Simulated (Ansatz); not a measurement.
Ansatz (a first-principles code) run on SnO2 (P2, 6 atoms in the cell): self-consistent single point.

Computed with LDA (PW92), default PAW files made with PBE (plane waves; Ansatz).

The change in words: lattice scaled by 0.98; kpoints.mp_grid.grid: 5 5 8 → 8 8 12. Reference geometry:
```xyz
6
Lattice="4.8024 0.0000 0.0000 0.0000 4.8812 0.0000 0.0000 0.0000 3.2506" Properties=species:S:1:pos:R:3 pbc="T T T"
Sn     2.4012     2.4406     1.6753
Sn     0.0000     0.0000     0.0000
O      1.4016     1.5671     0.0000
O      3.4008     3.3141     0.0000
O      3.8028     0.8735     1.6253
O      0.9996     4.0076     1.6253
```

Reference input (self-consistent single point, DFT, LDA (PW92), plane waves, default PAW files made with PBE): basis.ecutwfc = 420 eV; kpoints.mp_grid.grid = 5 5 8; hamiltonian.xc = lda; hamiltonian.pseudopotentials = {kind: paw} (the program's default PAW files); scf.occupations.method = fixed. This run's input differs from it in these lines:

Ansatz 0.2 input:
```diff
@@ -3,5 +3,5 @@
   lattice:
-    - [4.80236400, 0.00000000, 0.00000000]
-    - [0.00000000, 4.88118000, 0.00000000]
-    - [0.00000000, 0.00000000, 3.25062300]
+    - [4.70631700, 0.00000000, 0.00000000]
+    - [0.00000000, 4.78355600, 0.00000000]
+    - [0.00000000, 0.00000000, 3.18561100]
   atoms:
@@ -16,3 +16,3 @@
 kpoints:
-  mp_grid: { grid: [5, 5, 8] }
+  mp_grid: { grid: [8, 8, 12] }
 hamiltonian:
```

Output, abridged:

```
SCF iter   1: F=—  HF=-13980.387179 eV  |F-HF|=—  |Δ(HF+E_count)|=         —  Δρ=1.89e-2  dr2=2.14e-1  ethr=1.77e-3  ⟨swp⟩=4.7  Hψ=28426  notcnv=0  defer=951
all-band conjugate gradients solve this SCF's bands
preconditioner: auto → Resta (q_TF=auto, 2.586 Å⁻¹)
SCF iter   2: F=—  HF=-13980.325558 eV  |F-HF|=—  |Δ(HF+E_count)|=   6.16e-2  Δρ=4.90e-3  dr2=6.84e-3  ethr=4.11e-4  ⟨swp⟩=2.3  Hψ=12510  notcnv=0  defer=952
   [... lines left out ...]
SCF iter   5: F=—  HF=-13980.322725 eV  |F-HF|=—  |Δ(HF+E_count)|=   6.38e-6  Δρ=7.60e-5  dr2=3.20e-6  ethr=1.38e-7  ⟨swp⟩=1.4  Hψ=8328  notcnv=0  defer=419
SCF iter   6: F=—  HF=-13980.322726 eV  |F-HF|=—  |Δ(HF+E_count)|=   9.70e-7  Δρ=3.39e-5  dr2=6.94e-7  ethr=6.15e-9  ⟨swp⟩=2.0  Hψ=9745  notcnv=0  defer=419
SCF iter   7: F=—  HF=-13980.322725 eV  |F-HF|=—  |Δ(HF+E_count)|=   1.27e-7  Δρ=1.29e-5  dr2=1.04e-7  ethr=1.34e-9  ⟨swp⟩=2.0  Hψ=10009  notcnv=0  defer=419
SCF iter   8: F=-13980.322725 eV  HF=-13980.322725 eV  |F-HF|=4.14e-9  |Δ(HF+E_count)|=   1.88e-8  Δρ=2.99e-6  dr2=6.75e-9  ethr=1.92e-10  ⟨swp⟩=10.6  Hψ=36565  notcnv=0
SCF 1 converged in 8 iterations: F = -13980.322725 eV  dr2 = 6.75e-9
Free energy (F): -13980.322725 eV
Internal energy: -13980.322725 eV  (E = F + TS)
E sigma→0 (E₀):  -13980.322725 eV
Fermi energy:    9.040120 eV
--- Forces (eV/Å), atoms counted from 1 ---
  atom   1  Sn     0.00000000     0.00000000    -0.96666897
  atom   2  Sn     0.00000000     0.00000000     0.00773393
  atom   3  O     -0.03641364    -0.12523926     0.45924735
  atom   4  O      0.03641364     0.12523926     0.45924735
  atom   5  O      0.00278748     0.09144779     0.02021931
  atom   6  O     -0.00278748    -0.09144779     0.02021931
--- Stress (GPa, compression-positive) ---
       -1.821009       0.184275       0.000000
        0.184275      -2.192606       0.000000
        0.000000       0.000000      -0.862138
  P = ⅓ Tr σ = -1.6253 GPa (-16.253 kbar)
  The stress holds the Pulay correction. Without it, at fixed plane waves, as pw.x and ABINIT print it: P = -2.7339 GPa
```

The run converged in 8 iterations. Against the reference run the free energy goes down by 34.4 meV/atom, the pressure goes from -12.44 to -1.63 GPa, the largest force goes from 0.743 to 0.967 eV/Å and the gap on the mesh goes from 0.611 to 1.189 eV.

The starting cell comes from a database of computed structures (which also holds hypothetical and non-ambient phases and stackings), without a prior relaxation at this level. Its lattice was rescaled by up to half a per cent. One atom was moved a little off its site on purpose. For this run, on top of that: lattice scaled by 0.98. Ansatz's pressure includes its estimate of the finite-basis (Pulay) stress. Without the estimate this run gives -2.73 GPa.

Cost on one core of a shared machine: roughly 50 s.
